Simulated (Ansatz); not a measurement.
AuAl₂ (model structure, started from the MoSi2 type, I4/mmm, No. 139, 3 atoms in the cell): bulk modulus B0 by level of theory

No measured value is used here.

```
level (code)     value (GPa)  cell (Å³/atom)
---------------  -----------  --------------
LDA (Ansatz)             [?]           16.31
PBEsol (Ansatz)          102           16.70
r²SCAN (Ansatz)         97.1           16.88
```

Problem. Fill in the missing entries.

Solution. 
- LDA (Ansatz, a quantum-chemistry and plane-wave program), value (GPa): 107

Density-functional levels without +SOC have no spin–orbit coupling. LDA, PBEsol, r²SCAN: the bulk modulus is −V dP/dV from two relaxed cells at ±2 % in volume. Each level is taken at its own relaxed cell. Cutoffs differ between the levels. Ansatz's density-functional and Hartree–Fock values are scalar-relativistic unless marked +SOC, with PAW data made under PBE.

A model structure was made by putting elements into a prototype or built by hand; it is no filed structure, need not be a known phase, and can be a saddle point held by its symmetry.
